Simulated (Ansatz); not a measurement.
## A computed series for SnTe: response to strain

Consider SnTe in the rock salt structure (space group Fm-3m, No. 225).

```xyz
2
Lattice="0.0000 3.1856 3.1856 3.1856 0.0000 3.1856 3.1856 3.1856 0.0000" Properties=species:S:1:pos:R:3 pbc="T T T"
Te     0.0000     0.0000     0.0000
Sn     3.1856     3.1856     3.1856
```

Cartesian axes are those of the cell as printed.

Strains are applied to the cell and any free atomic positions relax; under biaxial strain the out-of-plane vector relaxes too.

Method: Kohn–Sham DFT with the r2SCAN functional, run in Ansatz (an electronic-structure program) with PAW and 500 eV plane waves, no SOC, earlier PAW set.

Problem. Only one of these has no band gap. Which?
A. tensor shear ε_xz = +0.39 %
B. biaxial strain +0.19 %, plane normal [110], relaxed out of plane
C. biaxial strain +3.11 %, plane normal [001], relaxed out of plane
D. biaxial strain −4.05 %, plane normal [110], relaxed out of plane

Solution. D, biaxial strain −4.05 %, plane normal [110], relaxed out of plane. Computed: biaxial strain +0.19 %, plane normal [110], relaxed out of plane: 0.12 eV; biaxial strain +3.11 %, plane normal [001], relaxed out of plane: 0.24 eV; tensor shear ε_xz = +0.39 %: 0.08 eV; biaxial strain −4.05 %, plane normal [110], relaxed out of plane: zero

A biaxial case was relaxed in a doubled cell and then solved in the primitive one. With Te present, leaving out spin-orbit coupling can change the band edges. Stability against distortions was not tested. All final runs are without spin polarisation. The zero or small gap of SnTe can change with the level of theory.
